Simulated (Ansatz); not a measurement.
The reference is Mg in the hcp (Mg type) structure (space group P6_3/mmc, No. 194; a = 3.195 Å, c = 5.197 Å; relaxed with 0.1 eV smearing). Axes: x lies along a and z along c of the hexagonal cell.

Method: PBE, PAW, 420 eV (Ansatz, a quantum-chemistry and plane-wave program; no spin-orbit coupling).

It is then changed as follows: uniaxial strain ε_zz = −1.00 %, all other strain components held at zero, atoms relaxed at fixed cell.

Q: Predict the stress tensor and what it implies for the stiffness.

A: Stress of the strained cell less that of the base (GPa, compression positive):
```
    0.2     0.0     0.0
    0.0     0.2     0.0
    0.0     0.0     0.7
```

Then −Δσ_ii/ε with ε = -0.0100 gives relaxed-ion elastic constants: C33 ≈ 68 GPa.

Stability against distortions was not tested.
